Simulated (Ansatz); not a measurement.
A user runs Ansatz (a quantum-chemistry and plane-wave program) on Sc₂AlC (P6_3/mmc, 8 atoms in the cell) and asks whether the run is sound. The aim is a self-consistent single point with DFT, PBEsol, plane waves, default PAW files made with PBE.

Input:

Ansatz 0.2 input:
```yaml
crystal:
  lattice:
    - [3.295080, 0.000000, 0.000000]
    - [-1.647540, 2.853623, 0.000000]
    - [0.000000, 0.000000, 15.054030]
  atoms:
    - { symbol: Sc, position: [0.666667, 0.333333, 0.917250] }
    - { symbol: Sc, position: [0.333333, 0.666667, 0.082750] }
    - { symbol: Sc, position: [0.333333, 0.666667, 0.417250] }
    - { symbol: Sc, position: [0.666667, 0.333333, 0.582750] }
    - { symbol: Al, position: [0.333333, 0.666667, 0.750000] }
    - { symbol: Al, position: [0.666667, 0.333333, 0.250000] }
    - { symbol: C, position: [0.000000, 0.000000, 0.000000] }
    - { symbol: C, position: [0.000000, 0.000000, 0.500000] }
kpoints:
  mp_grid: { grid: [14, 14, 3] }
hamiltonian:
  xc: pbesol
  pseudopotentials: { kind: paw }
scf:
  occupations: { method: methfessel_paxton, width: 0.0037 Ry }
  convergence: { dr2_threshold: 1.0e-01 eV }
output:
  forces: true
  eigenvalues: true
  stress: true
```

Output, abridged:

```
   [... lines left out ...]
Bands: 37, of which v1, the nominal top of the filled ones, is band 29 counted from 1 (28 counted from 0)
Symmetry: 24 space group operations
Space group: P63/mmc (ITA 194), of the structure as read, at distance tolerance 5.2e-5 Å
k-points: 48 of 588
PAW frozen core: Sc, regenerated for the run's functional, and the local potential with it
PAW frozen core: Al, regenerated for the run's functional, and the local potential with it
PAW frozen core: C, regenerated for the run's functional, and the local potential with it
Initial density: superposition of atomic densities (neutral atoms: chi_scale 0, normalization atom), corrected by the library's trained network
Initial wavefunctions: pseudopotential atomic-orbital guess
Eigensolver: davidson
Functional: x = pbesol(κ = 0.804, μ = 0.12345679012345678), c = pbesol(β = 0.046)
SCF iter   1: F=—  HF=-9991.642489 eV  |F-HF|=—  |Δ(HF+E_count)|=         —  Δρ=4.53e-3  dr2=7.67e-2  ethr=1.77e-3  ⟨swp⟩=6.0  Hψ=7768  notcnv=0  defer=5
all-band conjugate gradients solve this SCF's bands
preconditioner: auto → Kerker (q_TF=auto, 2.351 Å⁻¹)
SCF iter   2: F=-9991.605422 eV  HF=-9991.629986 eV  |F-HF|=2.46e-2  |Δ(HF+E_count)|=   1.25e-2  S|Δr|=    0.00e0  Δρ=2.16e-3  dr2=2.75e-2  ethr=1.32e-4  ⟨swp⟩=8.7  Hψ=9881  notcnv=0
WARN: F and its Harris–Foulkes estimate disagree by 2.46e-2 eV at the final density (on a DFT+U run the figure also counts the on-site term, by absolute value) …
solved again in the potential of the output density, not every published eigenvalue holds within its bar: 1744 eigenvalues moved, the lowest at band 0 …
SCF 1 converged in 2 iterations: F = -9991.605422 eV  dr2 = 2.75e-2
Stability not checked (fill_not_monotonic)
Free energy (F): -9991.605422 eV
Internal energy: -9991.605134 eV  (E = F + TS)
E sigma→0 (E₀):  -9991.605350 eV
Entropy (-TS):   -0.000287 eV (-0.036 meV/atom)
Fermi energy:    8.476621 eV
--- Forces (eV/Å), atoms counted from 1 ---
  atom   1  Sc    -0.00000000    -0.00000000     0.18025726
  atom   2  Sc     0.00000000     0.00000000    -0.18025726
  atom   3  Sc    -0.00000000     0.00000000     0.18025726
   [... lines left out ...]
  atom   8  C      0.00000000    -0.00000000     0.00000000
--- Stress (GPa, compression-positive) ---
       -2.949796       0.000000       0.000000
       -0.000000      -2.949796      -0.000000
        0.000000      -0.000000      -2.538118
  P = ⅓ Tr σ = -2.8126 GPa (-28.126 kbar)
  The stress holds the Pulay correction. Without it, at fixed plane waves, as pw.x and ABINIT print it: P = -2.8961 GPa
```

Question: Is this run sound? If not, what is wrong?

Answer: The run is not sound. The fault is a convergence threshold that is too loose. A loop that stops early leaves an energy error of second order in the density error, but errors of first order in forces and stress. To fix it, tighten the threshold. The run converged in 2 iterations without an error; against the sound input the free energy rises by 2.4 meV/atom, the pressure goes from -3.08 to -2.81 GPa and the largest force goes from 0.277 to 0.180 eV/Å.

The sound input it was made from differs as follows (other fixes are possible):
```diff
-  convergence: { dr2_threshold: 1.0e-01 eV }
```

With that input, the run converged in 7 iterations: free energy E − TS (on the zero of these files) -9991.6244 eV; Fermi level (on the code's own zero) 8.48 eV; pressure -3.08 GPa; largest force (vector length) 0.277 eV/Å (DFT, PBEsol, plane waves, default PAW files made with PBE).

On the sound input: the starting cell comes from a database of computed structures (which also holds hypothetical and non-ambient phases and stackings), without a prior relaxation at this level. With a pressure of about -3 GPa the cell is away from its equilibrium volume at this level. Ansatz's pressure includes its estimate of the finite-basis (Pulay) stress.
